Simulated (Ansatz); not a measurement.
The structure below was relaxed with Ansatz (a program for electronic structure) r2SCAN, scalar-relativistic without spin-orbit coupling, earlier PAW set, at pressure 3 GPa.

```
CELL_PARAMETERS angstrom
      5.96399     0.00000     0.00000
      0.00000     5.96399     0.00000
      0.00000     0.00000     5.96399
ATOMIC_POSITIONS crystal
  Cs 0.00000 0.00000 0.00000
  Sn 0.50000 0.50000 0.50000
  I  0.00000 0.50000 0.50000
  I  0.50000 0.50000 0.00000
  I  0.50000 0.00000 0.50000
```

**Question.** Find the space group and the Wyckoff positions.

**Answer.** Space group Pm-3m (No. 221); a = b = c = 5.964 Å, α = β = γ = 90.00°

```
atom  site  symmetry       x       y       z
----  ----  --------  ------  ------  ------
Cs      1a      m-3m  0.0000  0.0000  0.0000
Sn      1b      m-3m  0.5000  0.5000  0.5000
I       3c    4/mm.m  0.0000  0.5000  0.5000
```

**Question.** Describe the coordination.

**Answer.** The crystal has 5 atoms in its conventional cell. Cell: a = b = c = 5.964 Å, α = β = γ = 90.00°. Cs is coordinated by 12 I at 4.217 Å (cuboctahedral). Sn is coordinated by 6 I at 2.982 Å (octahedral). I sees 2 Sn at 2.982 Å and 4 Cs at 4.217 Å (octahedral). (Neighbours: up to the widest gap in distance over summed covalent radii, below 1.35, at either atom; cation-cation and far metal-metal contacts left out.)

The mesh was chosen for an insulator and is coarse for the gapless case. With I present, leaving out spin-orbit coupling can change the band edges. Load acts through the strain it causes; cell and atoms are relaxed under it. Whether these cells are dynamically stable was not tested. The final runs are not spin-polarised. The cell was made from CsSnI$_{3}$ in the cubic perovskite structure (space group Pm-3m, No. 221) by this change: pressure 3 GPa. Many cubic perovskites are stable only at high temperature; tilts and polar distortions were not tested.
